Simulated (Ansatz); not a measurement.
Consider CdSe in the wurtzite structure (space group P6_3mc, No. 186; a = 4.3827 Å, c = 7.1545 Å).

The change: a hydrostatic pressure of 18 GPa.

Levels (all Ansatz, a first-principles code, PAW): PBE (420 eV, no spin-orbit coupling); r2SCAN (500 eV, no SOC); HSE06 (420 eV, spin-orbit coupling left out); PBE+SOC (420 eV, noncollinear with spin-orbit coupling).

One geometry, relaxed with PBE, under each level:

The valence-band top lists the three highest levels at Γ (Kramers pairs under SOC), from the VBM.

| level | band gap | lowest conduction level above the VBM at special points | valence-band top at Γ | electron mass | hole mass | pressure |
|---|---|---|---|---|---|---|
| PBE | 0.95 eV | Γ 0.95 eV; A 2.72 eV; L 2.78 eV; M 3.33 eV | 0.00, 0.00, -0.23 eV | 0.082 mₑ along c, 0.090 mₑ across (at Γ) | – | 18.00 GPa |
| r2SCAN | 1.47 eV | Γ 1.47 eV; A 3.24 eV; L 3.20 eV; M 3.72 eV | – | 0.10 mₑ along c, 0.12 mₑ across (at Γ) | – | 16.62 GPa |
| HSE06 | 1.94 eV | Γ 1.94 eV; A 3.74 eV; L 3.70 eV | – | – | – | – |
| PBE+SOC | 0.83 eV | Γ 0.83 eV; A 2.60 eV; L 2.66 eV; M 3.19 eV | 0.00, -0.12, -0.48 eV | 0.080 mₑ along c, 0.088 mₑ across (at Γ) | 1.2 mₑ along c, 0.14 mₑ across (at Γ) | 17.92 GPa |

Single points use the geometry relaxed with PBE. Their cutoffs differ, which shifts pressures a little. Differences between runs with and without spin-orbit coupling are approximate. Load acts through the strain it causes; cell and atoms are relaxed under it. Masses are band curvatures over ±0.01 Å⁻¹ around the edge. Stability against distortions was not tested. Measured, CdSe leaves this structure (for rock salt) near 2.72 GPa (temperature not stated; as listed in Datta, Sujoy, Jana, Debnarayan, arXiv (2020)), on rising pressure, with hysteresis.
